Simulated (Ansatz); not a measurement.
A computed series for MoSi2: pressure series

Take MoSi₂ (space group I4/mmm, No. 139; a = 3.202 Å, c = 7.819 Å) as the base.

Cell and atoms are relaxed at each pressure.

All numbers come from Ansatz (an electronic-structure program), r2SCAN, PAW, cutoff 500 eV, no SOC.

| P (GPa) | V (Å³/atom) |
|---|---|
| -2.00 | 13.484 |
| -1.00 | 13.420 |
| 3.00 | 13.180 |
| 7.00 | 12.962 |
| 15.00 | 12.576 |
| 30.00 | 11.983 |
| 50.00 | 11.365 |
| 75.00 | 10.763 |
| 100.00 | 10.282 |

Question: Fit a third-order Birch–Murnaghan equation of state.

Answer: Least squares on P(V) = (3B₀/2)[(V₀/V)^(7/3) − (V₀/V)^(5/3)]·[1 + (3/4)(B₀′ − 4)((V₀/V)^(2/3) − 1)] gives V₀ = 13.36 Å³/atom, B₀ = 220 GPa and B₀′ = 4.2.

A case with no gap was solved on a k-mesh chosen for an insulator, which is coarse for it. Load acts through the strain it causes; cell and atoms are relaxed under it. No phonon test of stability was made. No other phases were tried under pressure. All final runs are without spin polarisation.
